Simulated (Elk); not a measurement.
Worked example: self-consistent single point of Cd₂Hg (I4/mmm, 3 atoms in the cell) in Elk.

Computed with Elk 10.2.4 with PBEsol, spin-orbit coupling in second variation, all-electron FP-LAPW, Elk's shipped species files, APW+lo basis with extra local orbitals.

```
CELL_PARAMETERS angstrom
     -1.98552     1.98552     4.24067
      1.98552    -1.98552     4.24067
      1.98552     1.98552    -4.24067
ATOMIC_POSITIONS crystal
  Cd 0.33421 0.33421 0.00000
  Cd 0.66579 0.66579 0.00000
  Hg 0.00000 0.00000 0.00000
```

Reference input (self-consistent single point, DFT, PBEsol, all-electron FP-LAPW, Elk's shipped species files, APW+lo basis with extra local orbitals): xctype = 22; rgkmax = 8; stype = 0; swidth = 0.00999582 Ha; ngridk = 10 10 10; gmaxvr = 16 1/bohr; nxlo = 2; lorbcnd = true; rmtscf = 0.93; lmaxi = 3. This run's input differs from it in these lines:

```diff
@@ -5,2 +5,5 @@
   22
+
+spinorb
+  .true.
 
@@ -23,2 +26,5 @@
   3
+
+nempty
+  10
```

Log, with long lists cut:

```
│ Self-consistent loop started │
│ Loop number : 1 │
 total energy                :     -30841.9227996
 total moment                :   0.3506797311E-19 -0.9945090614E-21 -0.2300265155E-22
│ Loop number : 2 │
 total energy                :     -30842.3399150
 total moment                :  -0.6343885995E-20 -0.3262963640E-21  0.2222988966E-22
RMS change in Kohn-Sham potential (target) :   0.8146418097E-01 (  0.1000000000E-05)
Absolute change in total energy (target)   :   0.4171154108     (  0.1000000000E-03)
│ Loop number : 3 │
 total energy                :     -30842.7823275
   [... lines left out ...]
 total energy                :     -30843.5137637
 total moment                :  -0.2711686332E-19 -0.7286574835E-21  0.4907834140E-21
RMS change in Kohn-Sham potential (target) :   0.8341890534E-07 (  0.1000000000E-05)
Absolute change in total energy (target)   :   0.2400228623E-03 (  0.1000000000E-03)
│ Loop number : 15 │
 total energy                :     -30843.5137602
 total moment                :   0.1861464277E-19 -0.1209571258E-20 -0.1053289314E-22
RMS change in Kohn-Sham potential (target) :   0.2663641354E-07 (  0.1000000000E-05)
Absolute change in total energy (target)   :   0.6345539077E-04 (  0.1000000000E-03)
Convergence targets achieved

│ Loop number : 16 │

Energies :
 Fermi                       :     0.246260307431
 xc effective B-field        :    -0.108719720048E-08
 external B-field            :     -0.00000000000
 total energy                :     -30843.5137571
 (external B-field energy excluded from total)

Density of states at Fermi energy :    32.60296136
 (states/Hartree/unit cell)

Estimated indirect band gap :   0.8838953380E-03
 from k-point     21 to k-point     30
Estimated direct band gap   :   0.5804127608E-02
 at k-point     45

Charges :
 core                        :    122.0000000
 valence                     :    54.00000000
 interstitial                :    4.996287695
 muffin-tins (core leakage)
  species :    1 (Cd)
   atom    1                 :    46.24835406     (  0.6489792676E-03)
   [... lines left out ...]
   atom    2                 :  -0.1595235673E-19  0.6506715861E-23  0.7533686797E-24
  species :    2 (Hg)
   atom    1                 :  -0.3527650604E-22 -0.7670423806E-22 -0.1917450097E-22
 total in muffin-tins        :  -0.3193998996E-19 -0.6369080634E-22 -0.1766776361E-22
 total moment                :  -0.3193840558E-19 -0.5974048436E-22 -0.1255038055E-22

│ Self-consistent loop stopped │
```

The run converged in 16 iterations. The count includes the last loop, which Elk runs after its targets are met. 

The starting cell comes from a database of computed structures (which also holds hypothetical and non-ambient phases and stackings), without a prior relaxation at this level. Its lattice was rescaled by a random factor within 2.5 % of one. Values depend on the basis (sphere radii, cutoffs, local orbitals), which need not be converged. The log's line on a gap gives a spacing of levels on this mesh, which the program prints for metals too.

Cost on one core of a shared machine: roughly 2 min.
